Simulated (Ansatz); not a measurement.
# How the polycrystal shear modulus of CoSn (P6/mmm, No. 191) moves with the method

No measured value is used here.

```json
[
 {"level (code)": "LDA (Ansatz)", "value (GPa)": "85.5", "cell (Å³/atom)": "15.93"},
 {"level (code)": "PBE (Ansatz)", "value (GPa)": "___", "cell (Å³/atom)": "17.13"},
 {"level (code)": "PBEsol (Ansatz)", "value (GPa)": "81.1", "cell (Å³/atom)": "16.39"},
 {"level (code)": "r²SCAN (Ansatz)", "value (GPa)": "81.9", "cell (Å³/atom)": "16.61"}
]
```

Task: Complete the blanks.

Result: 
- PBE (Ansatz, a quantum-chemistry and plane-wave program), value (GPa): 72.3

The crystal itself was run without spin with LDA, PBE, PBEsol, r²SCAN. Each level is taken at its own relaxed cell. Cutoffs differ between the levels. Ansatz's density-functional and Hartree–Fock values are scalar-relativistic unless marked +SOC, with PAW data made under PBE.
